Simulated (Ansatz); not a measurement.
The starting structures come from a database of crystals and need not be the phases stable at ambient conditions.

By PBEsol, the system below comes out a metal.

Consider the following.

```yaml
crystal:
  lattice:
    - [2.53076, 0.00000, 0.00000]
    - [-1.26538, 2.19170, 0.00000]
    - [0.00000, 0.00000, 8.26182]
  atoms:
    - { symbol: Cu, position: [0.00000, 0.00000, 0.00000] }
    - { symbol: Cu, position: [0.00000, 0.00000, 0.50000] }
    - { symbol: Cu, position: [0.33333, 0.66667, 0.25000] }
    - { symbol: Cu, position: [0.66667, 0.33333, 0.75000] }
```

Space group of this cell: P6_3/mmc. The cell is taken as given; by PBEsol its mean pressure is -2.0 GPa.

The current runs along the normal of the first two printed vectors, the (001) plane. All runs by Ansatz (a quantum-chemistry and plane-wave program), plane waves and PAW, without spin-orbit coupling; the base is PBEsol.

```
run                                                      mean pressure (GPa)  G/A, both spins (10¹⁵ S/m²)
-------------------------------------------------------  -------------------  ---------------------------
base                                                                    -2.0                         1.05
all lengths scaled by 0.98                                               9.2                          [?]
all lengths scaled by 1.02                                             -10.0                         1.02
lengths across the current scaled by 0.98, ions clamped                  5.2                         1.07
lengths across the current scaled by 1.02, ions clamped                 -7.6                         1.06
lengths along the current scaled by 0.97, ions clamped                   3.4                          [?]
lengths along the current scaled by 1.03, ions clamped                  -6.1                          [?]
```

What belongs in the gaps?


- all lengths scaled by 0.98, G/A, both spins (10¹⁵ S/m²): 1.10
- lengths along the current scaled by 0.97, ions clamped, G/A, both spins (10¹⁵ S/m²): 1.10
- lengths along the current scaled by 1.03, ions clamped, G/A, both spins (10¹⁵ S/m²): 1.03
